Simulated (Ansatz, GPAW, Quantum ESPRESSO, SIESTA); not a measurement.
# Code comparison for ZnHg3 (Fm-3m, 4 atoms in the cell)

Self-consistent single point.

```yaml
crystal:
  lattice:
    - [0.00000, 3.67772, 3.67772]
    - [3.67772, 0.00000, 3.67772]
    - [3.67772, 3.67772, 0.00000]
  atoms:
    - { symbol: Zn, position: [0.00000, 0.00000, 0.00000] }
    - { symbol: Hg, position: [0.25000, 0.25000, 0.25000] }
    - { symbol: Hg, position: [0.75000, 0.75000, 0.75000] }
    - { symbol: Hg, position: [0.50000, 0.50000, 0.50000] }
```

Shared settings, as Ansatz (a quantum-chemistry and plane-wave program) writes them: kpoints.mp_grid.grid = 2 2 2; scf.occupations.method = gaussian; scf.occupations.width = 0.2 eV. Potentials and cutoffs stand in the table.

```
code                                                                                                                                      model  pressure (GPa)       cutoff
----------------  -----------------------------------------------------------------------------------------------------------------------------  --------------  -----------
Quantum ESPRESSO                                                                           PBEsol, GBRV 1.5 ultrasoft (PBESOL) pseudopotentials           -4.49        50 Ry
SIESTA            GGA PBEsol, numerical atomic orbitals DZP, PseudoDojo PBEsol standard norm-conserving potentials (rewritten from UPF to PSML)           -9.89  grid 400 Ry
Ansatz                                                                                                          PBEsol, PAW files made with PBE           -4.38       420 eV
GPAW                                                                                      PBEsol, GPAW PAW datasets PBEsol (made by gpaw-setup)           -3.89       800 eV
```

On Ansatz's run: spin-orbit coupling is off.

The spread over the programs that give each value: pressure within 6.00 GPa.

SIESTA uses small atom-centred bases, whose incompleteness enters pressures, forces and empty levels differently from a plane-wave cutoff. Ansatz's pressure is given at a fixed set of plane waves, as the other plane-wave codes print theirs; with its correction for the finite basis it is -4.33 GPa. In the pressure, SIESTA (by 5.51) lies more than 1 GPa from the median of the plane-wave programs.

On the base mesh (8 8 8) the same programs gave: Ansatz pressure -3.99 GPa; Quantum ESPRESSO pressure -4.05 GPa; GPAW pressure -3.94 GPa; SIESTA pressure -10.59 GPa.

The values differ from the base mesh's, so the mesh still matters here: the table compares the programs at equal settings.

The starting cell comes from a database of computed structures (which also holds hypothetical and non-ambient phases and stackings), without a prior relaxation at this level. Its lattice was rescaled by a random factor within 2.5 % of one.

Left out of this page: CP2K (on another mesh); Elk and FLEUR (not drawn, or without a comparable value).

Keys are those of Ansatz 0.2.
